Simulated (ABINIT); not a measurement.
## Equation of state of fcc Sr (space group 225): energy against volume (ABINIT, PBEsol)

```xyz
1
Lattice="0.0000 2.8799 2.8799 2.8799 0.0000 2.8799 2.8799 2.8799 0.0000" Properties=species:S:1:pos:R:3 pbc="T T T"
Sr     0.0000     0.0000     0.0000
```

Method of the run: PBEsol, norm-conserving pseudopotentials (PseudoDojo nc-sr-04 PBEsol standard) (plane waves; ABINIT). Settings: pseudos = [Sr.upf]; ecut = 1197 eV; ixc = -116133; occopt = 3; tsmear = 0.05 eV; ngkpt = 26 26 26; nshiftk = 1; shiftk = 0 0 0; potentials = PseudoDojo nc-sr-04 PBEsol standard; nband = 10; kptopt = 1; nstep = 50; tolvrs = 1e-10. The cell above is the first row's. The rows scale it uniformly. In all rows the k mesh is held. E is the free energy at the stated smearing, counted from the lowest row.

| V (Å^3/atom) | E (meV/atom) |
|---|---|
| 47.7694 | ? |
| 48.8078 | 7.94 |
| 49.8463 | 3.42 |
| 50.8848 | 0.83 |
| 51.9232 | 0.00 |
| 52.9617 | 0.78 |
| 54.0001 | 3.02 |
| 55.0386 | 6.61 |
| 56.0770 | 11.43 |

The 8 complete rows are fitted with the third-order Birch-Murnaghan form, a cubic in V^(-2/3), E against V. With u = V^(-2/3) - 0.0715, the rows have u = 0.0033756, 0.0023320, 0.0013240, 0.0003498, -0.0005925, -0.0015045, -0.0023877, -0.0032436. Least squares gives E = 0.106 - 610.3·u + 878368·u² - 2996810·u³. Residuals (row less fit): 0.001, -0.002, -0.001, 0.000, 0.003, -0.003, -0.002, 0.001; standard error 0.003 (degrees of freedom: 4). Its minimum lies at u = 0.0003480, so V0 = (0.0718480)^(-3/2) = 51.93. There d²E/du² = 1750000 and d³E/du³ = -1.798e7, so B0 = (4/9) × 51.93^(-7/3) × 1750000 × 0.160218 = 12.4 GPa (the last factor turns the table's units into GPa), and B0' = 4 + (2/3) × 0.0718480 × (-1.798e7)/1750000 = 3.5. The program's pressures in the fitted runs (not shown) pass through zero at V = 51.92, 0.01 % from this V0.

### Question
Estimate the missing E (V = 47.7694); what did the run itself give?

### Answer
u = 0.0044568, so E = 0.106 - 610.3 × 0.0044568 + 878368 × 0.0044568² - 2996810 × 0.0044568³ = 14.568 meV/atom. The calculation gives 14.58 meV/atom, 0.012 meV/atom above the prediction (0.1 % of the range of E in the table). The row lies outside the fitted rows, so this is an extrapolation. From the scatter of the fitted rows alone, a prediction at this place has a standard error of 0.007 meV/atom, so the miss is 1.6 times that.

Carrying the step between the two nearest rows on in a straight line would have given 12.46, off by 2.12; series whose last step already gives the withheld value aren't shown. The reference cell has the volume at which an earlier scan in this program and functional put its minimum by a fit. Cutoffs and mesh are single choices, not tested for convergence of this quantity. Series with a scatter that would blur these digits, or in which a gap closes, are not shown. Nor are scans whose minimum lies at an end fitted in this form.
